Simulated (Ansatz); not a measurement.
# GaN: response to strain

Take GaN in the zinc blende structure (space group F-43m, No. 216) as the base.

```
CELL_PARAMETERS angstrom
      0.00000     2.24895     2.24895
      2.24895     0.00000     2.24895
      2.24895     2.24895     0.00000
ATOMIC_POSITIONS crystal
  Ga 0.00000 0.00000 0.00000
  N  0.25000 0.25000 0.25000
```

Cartesian axes are those of the cell as printed.

Strains are applied to the cell and any free atomic positions relax.

Method: Ansatz (an electronic-structure program), r2SCAN, PAW, cutoff 500 eV, spin-orbit coupling left out.

Notes on the quantities. energy relative to the base: free energy F.

| change | hole mass | shortest interatomic distance | band gap | energy relative to the base | electron mass |
|---|---|---|---|---|---|
| base | – | 1.948 Å | 2.17 eV | 0 meV/atom | 0.17 mₑ (at Γ) |
| uniaxial strain ε_zz = −3.00 % | 0.19 mₑ along z, 0.82 mₑ across (at Γ) | 1.928 Å | 2.28 eV | +9.2 meV/atom | 0.18 mₑ (at Γ) |
| uniaxial strain ε_zz = −2.50 % | 0.19 mₑ along z, 0.83 mₑ across (at Γ) | 1.932 Å | 2.26 eV | +6.4 meV/atom | 0.18 mₑ (at Γ) |
| uniaxial strain ε_zz = −2.00 % | 0.19 mₑ along z, 0.83 mₑ across (at Γ) | 1.935 Å | 2.24 eV | +4.1 meV/atom | 0.18 mₑ (at Γ) |
| uniaxial strain ε_zz = −1.50 % | 0.18 mₑ along z, 0.83 mₑ across (at Γ) | 1.938 Å | 2.22 eV | +2.3 meV/atom | 0.18 mₑ (at Γ) |
| uniaxial strain ε_zz = −1.00 % | 0.18 mₑ along z, 0.85 mₑ across (at Γ) | 1.941 Å | 2.20 eV | +1.0 meV/atom | 0.18 mₑ (at Γ) |
| uniaxial strain ε_zz = −0.50 % | 0.18 mₑ along z, 0.85 mₑ across (at Γ) | 1.944 Å | 2.19 eV | +0.3 meV/atom | 0.17 mₑ (at Γ) |

Masses are band curvatures over ±0.01 Å⁻¹ around the edge. No phonon test of stability was made. This is not the structure that GaN has at room temperature and ambient pressure.
